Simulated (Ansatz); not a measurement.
Antifluorite K2S was calculated with LDA (plane waves, PAW; Ansatz, a program for electronic structure).

Run with plane-wave cutoff 520 eV, 8×8×8 k mesh, Fermi–Dirac smearing 0.01 eV, scalar-relativistic PAW data made under PBE.

Computed at the level's own relaxed cell.

```xyz
3
Lattice="0.0000 3.5952 3.5952 3.5952 0.0000 3.5952 3.5952 3.5952 0.0000" Properties=species:S:1:pos:R:3 pbc="T T T"
K      1.7976     1.7976     1.7976
K      5.3928     5.3928     5.3928
S      0.0000     0.0000     0.0000
```

### Question
List the 11 lowest band energies at Γ above −25 eV (eV, relative to the valence band maximum), grouping those that round alike.

### Answer
At Γ: -12.56 (×3), -12.24 (×3), -9.66, -0.31 (×3), 2.31.

Note: the run warned that its SCF threshold was loose for the stress.
